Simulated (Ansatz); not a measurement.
Amorphous Al₃₂O₂₄N₁₆, 72 atoms at 2.82 g/cm³, one PBE-relaxed geometry, zone centre. Methods: PBE, scalar-relativistic without spin-orbit coupling (Ansatz, an electronic-structure program); r2SCAN, scalar-relativistic without spin-orbit coupling (Ansatz). Plane waves to 420 eV (r2SCAN 500 eV). At PBE the levels at the filled edge of the gap are localised (band-tail or defect states), and the nearest spread-out levels lie 2.6 eV apart at the zone centre. All rungs ran without spin polarisation.

It comes from a melt-quench run on a machine-learned potential (CHGNet), relaxed afterwards by DFT. O and N atoms were pushed apart under 1.9 Å during the dynamics, to hinder bonds among them. The hot cell started wider than the set density and was brought back towards it in steps. It is the lowest in DFT energy of 2 quenches. It is a model cell: composition and starting density were chosen by hand, and all elements were melted together. No dispersion term was used. Its density started from a set value of 2.82 and ended at 2.82 g/cm³. The simulated quench (nominally 590 K/ps over its main leg) is rapid and tends to freeze in more defects than a deposited or slowly cooled glass has. One small periodic cell is one sample of the glass; other quenches scatter about these values. The volume was held where the preparation left it, at a PBE pressure of -0.1 GPa (tension). Stress components on the final sampling reach 4.4 GPa.

The relaxation ran on the zone centre alone. At PBE the level gap is 1.86 eV on a 2×2×2 Γ-centred mesh, and the spacing at the zone centre alone 1.87 eV.

Q: What zone-centre spacing does r2SCAN give, roughly?

A: 2.35 eV (+0.48 eV against PBE).

The highest filled and the lowest empty state spread over these numbers of atoms (participation numbers): PBE: 4.9 and 50.4; r2SCAN: 4.6 and 50.1.
